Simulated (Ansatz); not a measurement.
**ZnSe, pressure series**

Base system: ZnSe in the zinc blende structure (space group F-43m, No. 216; a = 5.666 Å).

Cell and atoms are relaxed at each pressure.

Level of theory: Ansatz (an electronic-structure program) r2SCAN, no spin-orbit coupling.

```tsv
pressure (GPa)	volume per atom (Å³/atom)
-2	23.486
-1	23.090
0	22.732
0.7	22.493
1.5	22.238
3	21.797
5	?
7.5	20.702
10	20.201
```

Question: Fit the third-order Birch–Murnaghan form P(V) = (3B₀/2)[(V₀/V)^(7/3) − (V₀/V)^(5/3)]·[1 + (3/4)(B₀′ − 4)((V₀/V)^(2/3) − 1)] (squares taken in P) to the rows shown and predict the withheld row.

Answer: Least squares on the printed values gives V₀ = 22.729 Å³/atom, B₀ = 65.5 GPa, B₀′ = 4.4; this predicts 21.275 Å³/atom, and the run gives 21.274 Å³/atom, in agreement.

Measured bulk modulus of ZnSe: 62.4 GPa (temperature not stated; as listed in Cormac Toher et al., Physical Review Materials (2017)); the computed value is for a static lattice, so the two differ by thermal effects too.

Load acts through the strain it causes; cell and atoms are relaxed under it. Whether these cells are dynamically stable was not tested. Tetrahedral semiconductors of this kind turn to denser phases somewhere between about 1 and 50 GPa; those were not computed, so compressed cells here can lie past the real transition.
